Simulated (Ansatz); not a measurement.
**Short convergence ladders for SnTe (I4mm, 2 atoms in the cell)**

```yaml
crystal:
  lattice:
    - [0.00000, 3.14420, 3.14420]
    - [3.14420, 0.00000, 3.14420]
    - [3.14420, 3.14420, 0.00000]
  atoms:
    - { symbol: Sn, position: [0.00795, 0.00795, 0.99205] }
    - { symbol: Te, position: [0.50000, 0.50000, 0.50000] }
```

Base method: PBEsol, default PAW files made with PBE (plane waves; Ansatz, a first-principles code).

Base settings: basis.ecutwfc = 420 eV; kpoints.mp_grid.grid = 7 7 7; hamiltonian.xc = pbesol; hamiltonian.pseudopotentials = {kind: paw} (the program's default PAW files); scf.occupations.method = fermi_dirac; scf.occupations.width = 0.01 eV.

The count of work is k-points × plane waves × bands × iterations; it is no time. 

**The cutoff for other potential files**

Level: DFT, PBEsol, plane waves, harder PAW files (source: ansatz) made with PBE.

In this ladder: hamiltonian.pseudopotentials = {kind: paw, source: ansatz}.

The second cell is the first with its lattice scaled by 0.98.

The mesh stays at the base's, so the ladder's end is converged at best in this setting alone.

The first pressure column holds Ansatz's estimate of the finite-basis (Pulay) stress, which hides part of the cutoff error; the other is without it.

Only quantities that move along the ladder and can be compared are tabulated.

```csv
basis.ecutwfc,free energy less the last step's (meV/atom),energy of the compressed cell less the first (meV/atom),pressure (GPa),pressure without the Pulay estimate (GPa),largest difference of a force vector from the last step's (eV/Å),count of work / last
290 eV,28976.84,-65.89,-3.06,-688.77,0.066,0.15
350 eV,6557.45,96.15,-0.48,-202.79,0.018,0.20
450 eV,393.90,22.36,-0.12,-19.27,0.002,0.25
545 eV,10.93,17.19,-0.05,-0.99,0.000,0.33
640 eV,0.52,16.94,-0.05,-0.05,0.000,0.41
770 eV,0.36,16.94,-0.05,-0.05,0.000,0.54
960 eV,0.14,16.94,-0.05,-0.05,0.000,0.67
1280 eV,0.00,16.94,-0.05,-0.05,0.000,1.0
```

Coarsest basis.ecutwfc that holds the pressure within 0.05 GPa of the last step, with all finer ones: 545 eV, at 0.33 of the last step's count of work; the step before is off by 0.07 GPa.

Coarsest basis.ecutwfc that holds the free energy within 1 meV/atom of the last step, with all finer ones: 640 eV, at 0.41 of the last step's count of work; the step before is off by 11 meV/atom.

Coarsest basis.ecutwfc that holds the forces within 0.02 eV/Å of the last step, with all finer ones: 350 eV, at 0.20 of the last step's count of work; the step before is off by 0.066 eV/Å.

The energy difference between the two cells stays within 1 meV/atom of the last step's from 545 eV on, the total only from 640 eV on: much of the error is common to both cells and cancels.

At the lowest cutoff the pressure without the Pulay estimate lies 689 GPa under the last step's, the usual sign of Pulay stress in an incomplete plane-wave basis.

**The relaxed cell against the cutoff**

On SnTe (Fm-3m, 2 atoms in the cell): atoms on their sites.

In this ladder: relax = cell and atoms.

The mesh stays at the base's, so the ladder's end is converged at best in this setting alone.

Only quantities that move along the ladder and can be compared are tabulated.

| basis.ecutwfc | relaxed volume (Å³/atom) | relaxation steps |
|---|---|---|
| 210 eV | 31.138 | 16 |
| 250 eV | 31.223 | 13 |
| 295 eV | 31.064 | 4 |
| 355 eV | 31.009 | 3 |
| 420 eV | 31.004 | 3 |
| 505 eV | 31.000 | 3 |
| 630 eV | 30.999 | 3 |
| 840 eV | 30.999 | 3 |

Coarsest basis.ecutwfc that holds the relaxed volume within 0.031 Å³/atom of the last step, with all finer ones: 355 eV; the step before is off by 0.065 Å³/atom.

At the lowest cutoff the cell relaxes to a volume 0.4 % larger than at the highest. Ansatz relaxes on a stress corrected for the finite basis.

On the base run: the starting cell has typed, rounded lattice constants, without a prior relaxation at this level. Its lattice was rescaled by up to half a per cent. One atom was moved a little off its site on purpose.

Keys are those of Ansatz 0.2.
